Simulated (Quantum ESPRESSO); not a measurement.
Input and output of a self-consistent single point for Mo (Im-3m, 1 atom in the cell) (Quantum ESPRESSO).

Computed with LDA (PZ), GBRV 1.5 ultrasoft (LDA) pseudopotentials (plane waves; Quantum ESPRESSO).

```
CELL_PARAMETERS angstrom
      1.56797     1.56797     1.56797
     -1.56797     1.56797     1.56797
     -1.56797    -1.56797     1.56797
ATOMIC_POSITIONS crystal
  Mo 0.00000 0.00000 0.00000
```

Reference input (self-consistent single point, DFT, PBE, plane waves, SSSP 1.1.2 efficiency (PBE) pseudopotentials): ecutwfc = 60 Ry; occupations = smearing; smearing = gauss; degauss = 0.0036749 Ry; potentials = {Mo: Mo_ONCV_PBE-1.0.oncvpsp.upf}; K_POINTS = automatic 15 15 15 0 0 0; conv_thr = 1e-10 Ry. This run's input differs from it in these lines:

```diff
@@ -13,3 +13,4 @@
   ntyp = 1
-  ecutwfc = 60
+  ecutwfc = 40
+  ecutrho = 320
   occupations = 'smearing'
@@ -22,3 +23,3 @@
 ATOMIC_SPECIES
-Mo    95.9500  Mo_ONCV_PBE-1.0.oncvpsp.upf
+Mo    95.9500  mo_lda_v1.uspp.F.UPF
 ATOMIC_POSITIONS crystal
```

Log, with long lists cut:

```
     Self-consistent Calculation

     iteration #  1     ecut=    40.00 Ry     beta= 0.70

     Threshold (ethr) on eigenvalues was too large:
     Diagonalizing with lowered threshold

     negative rho (up, down):  5.692E-05 0.000E+00

     total energy              =    -139.48695974 Ry
     estimated scf accuracy    <       0.03799649 Ry

     iteration #  2     ecut=    40.00 Ry     beta= 0.70

     negative rho (up, down):  5.301E-05 0.000E+00

     total energy              =    -139.49697807 Ry
     estimated scf accuracy    <       0.00395611 Ry

     iteration #  3     ecut=    40.00 Ry     beta= 0.70

     negative rho (up, down):  5.489E-05 0.000E+00

     total energy              =    -139.49766971 Ry
     estimated scf accuracy    <       0.00005978 Ry

   [... 2 blocks of this kind left out ...]

     iteration #  6     ecut=    40.00 Ry     beta= 0.70

     negative rho (up, down):  5.486E-05 0.000E+00

     total energy              =    -139.49767794 Ry
     estimated scf accuracy    <          3.4E-09 Ry

     iteration #  7     ecut=    40.00 Ry     beta= 0.70

     negative rho (up, down):  5.487E-05 0.000E+00
     End of self-consistent calculation

     Number of k-points >= 100: set verbosity='high' to print the bands.

     the Fermi energy is    21.3641 ev

!    total energy              =    -139.49767794 Ry
     estimated scf accuracy    <          7.3E-12 Ry
     smearing contrib. (-TS)   =      -0.00007803 Ry
     internal energy E=F+TS    =    -139.49759991 Ry

     convergence has been achieved in   7 iterations

     negative rho (up, down):  5.487E-05 0.000E+00

     Forces acting on atoms (cartesian axes, Ry/au):

     atom    1 type  1   force =     0.00000000    0.00000000    0.00000000

     Total force =     0.000000     Total SCF correction =     0.000000

     negative rho (up, down):  5.487E-05 0.000E+00
          total   stress  (Ry/bohr**3)                   (kbar)     P=      -64.45
  -0.00043815   0.00000000  -0.00000000          -64.45        0.00       -0.00
   0.00000000  -0.00043815   0.00000000            0.00      -64.45        0.00
  -0.00000000   0.00000000  -0.00043815           -0.00        0.00      -64.45

   JOB DONE.
```

The run converged in 7 iterations. Against the reference run the pressure goes from 6.60 to -6.45 GPa.

The starting cell comes from a database of computed structures (which also holds hypothetical and non-ambient phases and stackings), without a prior relaxation at this level. Its lattice was rescaled by a random factor within 2.5 % of one. Spin polarisation is off. With a pressure of about -6 GPa the cell is away from its equilibrium volume at this level.
